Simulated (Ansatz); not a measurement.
A self-consistent single point of BaSn₃Au (I4mm, 5 atoms in the cell) with Ansatz (an electronic-structure program).

Computed with LDA (PW92), default PAW files made with PBE (plane waves; Ansatz).

```yaml
crystal:
  lattice:
    - [-2.52253, 2.52253, 5.57728]
    - [2.52253, -2.52253, 5.57728]
    - [2.52253, 2.52253, -5.57728]
  atoms:
    - { symbol: Ba, position: [0.00476, 0.00476, 0.00000] }
    - { symbol: Sn, position: [0.60129, 0.60129, 0.00000] }
    - { symbol: Sn, position: [0.74955, 0.24955, 0.50000] }
    - { symbol: Sn, position: [0.24955, 0.74955, 0.50000] }
    - { symbol: Au, position: [0.35723, 0.35723, 0.00000] }
```

Reference input (self-consistent single point, DFT, LDA (PW92), plane waves, default PAW files made with PBE): basis.ecutwfc = 30.9 Ry; kpoints.mp_grid.grid = 7 7 7; hamiltonian.xc = lda; hamiltonian.pseudopotentials = {kind: paw} (the program's default PAW files); scf.occupations.method = fermi_dirac; scf.occupations.width = 0.0073 Ry. This run's input differs from it in these lines:

Ansatz 0.2 input:
```diff
@@ -15,3 +15,3 @@
   mp_grid:
-    grid: [7, 7, 7]
+    grid: [9, 9, 9]
 hamiltonian:
```

Log, with long lists cut:

```
SCF iter   1: F=—  HF=-36286.038638 eV  |F-HF|=—  |Δ(HF+E_count)|=         —  Δρ=5.70e-3  dr2=2.90e-2  ethr=1.77e-3  ⟨swp⟩=9.3  Hψ=15100  notcnv=0
all-band conjugate gradients solve this SCF's bands
preconditioner: auto → Kerker (q_TF=auto, 2.431 Å⁻¹)
SCF iter   2: F=—  HF=-36286.029582 eV  |F-HF|=—  |Δ(HF+E_count)|=   9.06e-3  Δρ=2.73e-3  dr2=9.11e-3  ethr=4.09e-5  ⟨swp⟩=2.0  Hψ=5567  notcnv=0
   [... lines left out ...]
SCF iter   5: F=—  HF=-36286.026443 eV  |F-HF|=—  |Δ(HF+E_count)|=   7.36e-5  Δρ=1.13e-4  dr2=3.00e-5  ethr=3.81e-7  ⟨swp⟩=2.0  Hψ=5870  notcnv=0
SCF iter   6: F=—  HF=-36286.026364 eV  |F-HF|=—  |Δ(HF+E_count)|=   7.93e-5  Δρ=2.51e-5  dr2=2.15e-6  ethr=4.22e-8  ⟨swp⟩=2.0  Hψ=5713  notcnv=0
SCF iter   7: F=—  HF=-36286.026363 eV  |F-HF|=—  |Δ(HF+E_count)|=   3.81e-7  Δρ=8.58e-6  dr2=2.07e-7  ethr=3.03e-9  ⟨swp⟩=2.1  Hψ=4702  notcnv=0
SCF iter   8: F=-36286.026363 eV  HF=-36286.026363 eV  |F-HF|=8.95e-9  |Δ(HF+E_count)|=   4.41e-8  Δρ=2.75e-6  dr2=1.77e-8  ethr=1.41e-10  ⟨swp⟩=7.9  Hψ=16983  notcnv=0
SCF 1 converged in 8 iterations: F = -36286.026363 eV  dr2 = 1.77e-8
Free energy (F): -36286.026363 eV
Internal energy: -36285.979415 eV  (E = F + TS)
E sigma→0 (E₀):  -36286.002889 eV
Entropy (-TS):   -0.046949 eV (-9.390 meV/atom)
Fermi energy:    11.273942 eV
--- Forces (eV/Å), atoms counted from 1 ---
  atom   1  Ba    -0.00000000    -0.00000000    -0.08307178
  atom   2  Sn    -0.00000000     0.00000000    -0.14431637
  atom   3  Sn     0.00000000    -0.00000000     0.13718920
  atom   4  Sn     0.00000000     0.00000000     0.13718920
  atom   5  Au    -0.00000000    -0.00000000    -0.04706767
--- Stress (GPa, compression-positive) ---
       -2.855883       0.000000      -0.000000
        0.000000      -2.855883      -0.000000
       -0.000000      -0.000000      -3.027200
  P = ⅓ Tr σ = -2.9130 GPa (-29.130 kbar)
  The stress holds the Pulay correction. Without it, at fixed plane waves, as pw.x and ABINIT print it: P = -2.9391 GPa
```

The run converged in 8 iterations. Against the reference run the free energy is nearly the same (within 1 meV/atom), the pressure hardly changes (-2.89 to -2.91 GPa) and the largest force goes from 0.099 to 0.144 eV/Å.

The starting cell comes from a database of computed structures (which also holds hypothetical and non-ambient phases and stackings), without a prior relaxation at this level. Its lattice was rescaled by up to half a per cent. One atom was moved a little off its site on purpose. Ansatz's pressure includes its estimate of the finite-basis (Pulay) stress.

Cost on one core of a shared machine: roughly 50 s.
